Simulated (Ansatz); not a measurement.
Sn under a change: uniaxial strain ε_zz = −3.00 %

Consider Sn in the diamond structure (space group Fd-3m, No. 227; a = 6.656 Å; relaxed with 0.1 eV smearing). Axes: x, y, z lie along the cube axes.

One thing is altered: uniaxial strain ε_zz = −3.00 %, all other strain components held at zero; the atoms relax in the strained cell.

Level of theory: PBE (Ansatz, a first-principles code), scalar-relativistic without spin-orbit coupling. Γ-centred 15×15×15 mesh, Fermi–Dirac width 0.1 eV.

| quantity | base | changed | shift |
|---|---|---|---|
| volume per atom | 36.86 Å³ | 35.76 Å³ | -1.106 Å³ |
| shortest interatomic distance | 2.882 Å | 2.854 Å | -0.0285 Å |
| energy relative to the base (free energy F) | 0 meV/atom | +5.8 meV/atom | +5.8 meV/atom |
| pressure (mean of the normal stresses, compression positive) | 0.0 GPa | 1.2 GPa | +1.2 GPa |
| band gap | zero | zero | – |
| stress (xx, yy, zz, yz, xz, xy; compression positive) | – | (0.9, 0.9, 1.7, 0.0, 0.0, 0.0) GPa | – |

Final structure:

```yaml
crystal:
  lattice:
    - [0.00000, 3.32808, 3.22824]
    - [3.32808, 0.00000, 3.22824]
    - [3.32808, 3.32808, 0.00000]
  atoms:
    - { symbol: Sn, position: [0.00000, 0.00000, 0.00000] }
    - { symbol: Sn, position: [0.25000, 0.25000, 0.25000] }
```

Cost of the whole job for the changed cell (relaxation, final SCF and bands): very roughly 40 core-seconds.

No phonon test of stability was made.
